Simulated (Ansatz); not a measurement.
Input and output of a self-consistent single point for Ta3W (I4mm, 4 atoms in the cell) (Ansatz, a first-principles code).

Computed with LDA (PW92), default PAW files made with PBE (plane waves; Ansatz).

The change in words: lattice scaled by 0.98; basis.ecutwfc: 420 eV → 210 eV. Reference geometry:
```xyz
4
Lattice="0.0000 3.2508 3.2508 3.2508 0.0000 3.2508 3.2508 3.2508 0.0000" Properties=species:S:1:pos:R:3 pbc="T T T"
Ta     1.6254     1.6254     1.6254
Ta     4.8763     4.8763     4.8763
Ta     3.2508     3.2508     3.3008
W      0.0000     0.0000     0.0000
```

Reference input (self-consistent single point, DFT, LDA (PW92), plane waves, default PAW files made with PBE): basis.ecutwfc = 420 eV; kpoints.mp_grid.grid = 7 7 7; hamiltonian.xc = lda; hamiltonian.pseudopotentials = {kind: paw} (the program's default PAW files); scf.occupations.method = gaussian; scf.occupations.width = 0.1 eV. This run's input differs from it in these lines:

Ansatz 0.2 input:
```diff
@@ -2,5 +2,5 @@
   lattice:
-    - [0.000000, 3.250839, 3.250839]
-    - [3.250839, 0.000000, 3.250839]
-    - [3.250839, 3.250839, 0.000000]
+    - [0.000000, 3.185822, 3.185822]
+    - [3.185822, 0.000000, 3.185822]
+    - [3.185822, 3.185822, 0.000000]
   atoms:
@@ -11,3 +11,3 @@
 basis:
-  ecutwfc: 420.0 eV
+  ecutwfc: 210.0 eV
 kpoints:
```

Log, with long lists cut:

```
SCF iter   1: F=—  HF=-39172.926592 eV  |F-HF|=—  |Δ(HF+E_count)|=         —  Δρ=3.76e-2  dr2=3.87e-1  ethr=1.77e-3  ⟨swp⟩=4.0  Hψ=4803  notcnv=0
all-band conjugate gradients solve this SCF's bands
preconditioner: auto → Kerker (q_TF=auto, 2.639 Å⁻¹)
SCF iter   2: F=—  HF=-39172.797242 eV  |F-HF|=—  |Δ(HF+E_count)|=   1.29e-1  Δρ=2.05e-2  dr2=1.07e-1  ethr=7.30e-4  ⟨swp⟩=2.0  Hψ=1736  notcnv=0  defer=27
SCF iter   3: F=—  HF=-39172.745411 eV  |F-HF|=—  |Δ(HF+E_count)|=   5.18e-2  Δρ=1.24e-3  dr2=6.37e-4  ethr=2.01e-4  ⟨swp⟩=2.0  Hψ=2474  notcnv=0  defer=27
SCF iter   4: F=—  HF=-39172.745191 eV  |F-HF|=—  |Δ(HF+E_count)|=   2.20e-4  Δρ=1.36e-4  dr2=8.11e-6  ethr=1.20e-6  ⟨swp⟩=2.0  Hψ=1593  notcnv=0  defer=27
SCF iter   5: F=—  HF=-39172.745198 eV  |F-HF|=—  |Δ(HF+E_count)|=   7.04e-6  Δρ=2.71e-5  dr2=4.11e-7  ethr=1.53e-8  ⟨swp⟩=2.0  Hψ=2080  notcnv=0  defer=31
SCF iter   6: F=-39172.745198 eV  HF=-39172.745198 eV  |F-HF|=8.15e-10  |Δ(HF+E_count)|=   1.45e-7  Δρ=1.91e-6  dr2=1.71e-9  ethr=1.89e-10  ⟨swp⟩=6.5  Hψ=4311  notcnv=0
SCF 1 converged in 6 iterations: F = -39172.745198 eV  dr2 = 1.71e-9
Free energy (F): -39172.745198 eV
Internal energy: -39172.722646 eV  (E = F + TS)
E sigma→0 (E₀):  -39172.733922 eV
Entropy (-TS):   -0.022552 eV (-5.638 meV/atom)
Fermi energy:    20.806357 eV
--- Forces (eV/Å), atoms counted from 1 ---
  atom   1  Ta     0.00000000    -0.00000000     0.28330231
  atom   2  Ta    -0.00000000     0.00000000     0.28330231
  atom   3  Ta    -0.00000000     0.00000000    -0.73869213
  atom   4  W      0.00000000     0.00000000     0.17209217
--- Stress (GPa, compression-positive) ---
        9.341392       0.000000      -0.000000
        0.000000       9.341392       0.000000
       -0.000000       0.000000       9.322537
  P = ⅓ Tr σ = 9.3351 GPa (93.351 kbar)
  The stress holds the Pulay correction. Without it, at fixed plane waves, as pw.x and ABINIT print it: P = -63.0751 GPa
```

The run converged in 6 iterations. Against the reference run the free energy rises by 1.27 eV/atom, the pressure goes from -6.92 to 9.34 GPa and the largest force goes from 0.602 to 0.739 eV/Å.

The starting cell comes from a database of computed structures (which also holds hypothetical and non-ambient phases and stackings), without a prior relaxation at this level. Its lattice was rescaled by up to half a per cent. One atom was moved a little off its site on purpose. For this run, on top of that: lattice scaled by 0.98. Spin polarisation is off. Ansatz's pressure includes its estimate of the finite-basis (Pulay) stress. Without the estimate this run gives -63.08 GPa. The cutoff lies below the one recommended for these files.
